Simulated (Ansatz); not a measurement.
## Effect of pressure 1.5 GPa on CdTe

The reference is CdTe in the rock salt structure (space group Fm-3m, No. 225; a = 5.999 Å).

Modification: cell and atoms relaxed at a pressure of 1.5 GPa.

All numbers come from PBEsol, PAW, 420 eV (Ansatz, a first-principles code; without spin-orbit coupling). Settings: 13×13×13 k-points, 0.05 eV Fermi–Dirac smearing.

The volume per atom falls by 0.67 Å³ (26.99 Å³ → 26.32 Å³) and the density increases by 0.19 g/cm³ (7.38 g/cm³ → 7.57 g/cm³). The lattice parameter a decreases by 0.094 bohr, from 11.337 bohr to 11.243 bohr and the shortest interatomic distance decreases by 0.047 bohr to 5.621 bohr. The band gap is still zero.

Final structure:

```xyz
2
Lattice="0.0000 2.9747 2.9747 2.9747 0.0000 2.9747 2.9747 2.9747 0.0000" Properties=species:S:1:pos:R:3 pbc="T T T"
Cd     0.0000     0.0000     0.0000
Te     2.9747     2.9747     2.9747
```

Load acts through the strain it causes; cell and atoms are relaxed under it. Whether these cells are dynamically stable was not tested. The final runs are not spin-polarised. This is not the structure that CdTe has at room temperature and ambient pressure.
